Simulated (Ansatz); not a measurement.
A computed series for ZnO: response to strain

Take ZnO in the wurtzite structure (space group P6_3mc, No. 186; a = 3.230 Å, c = 5.214 Å) as the base. Axes: x lies along a and z along c of the hexagonal cell.

Strains are applied to the cell and any free atomic positions relax.

All numbers come from plane-wave PAW DFT at the PBEsol level (Ansatz, a program for electronic structure, 420 eV), without spin-orbit coupling.

Notes on the quantities. pressure: mean of the normal stresses, compression positive.

```json
[
 {"case": "base", "volume per atom": "11.78 Å³", "pressure": "0.00 GPa", "band gap": "0.70 eV", "electron mass": "0.13 mₑ (at Γ)"},
 {"case": "uniaxial strain ε_zz = +0.60 %", "volume per atom": "11.85 Å³", "pressure": "-0.86 GPa", "band gap": "0.69 eV", "electron mass": "0.13 mₑ (at Γ)"},
 {"case": "uniaxial strain ε_zz = +1.20 %", "volume per atom": "11.92 Å³", "pressure": "-1.70 GPa", "band gap": "0.67 eV", "electron mass": "0.13 mₑ (at Γ)"},
 {"case": "uniaxial strain ε_zz = +1.80 %", "volume per atom": "11.99 Å³", "pressure": "-2.51 GPa", "band gap": "0.65 eV", "electron mass": "0.13 mₑ (at Γ)"},
 {"case": "uniaxial strain ε_zz = +2.40 %", "volume per atom": "12.06 Å³", "pressure": "-3.31 GPa", "band gap": "0.64 eV", "electron mass": "0.12 mₑ (at Γ)"},
 {"case": "uniaxial strain ε_zz = +3.00 %", "volume per atom": "12.13 Å³", "pressure": "[?]", "band gap": "[?]", "electron mass": "0.12 mₑ (at Γ)"}
]
```

Some entries are withheld; estimate them.


- uniaxial strain ε_zz = +3.00 %, pressure: -4.09 GPa
- uniaxial strain ε_zz = +3.00 %, band gap: 0.62 eV

Effective masses come from finite differences of ±0.01 Å⁻¹. Stability against distortions was not tested.
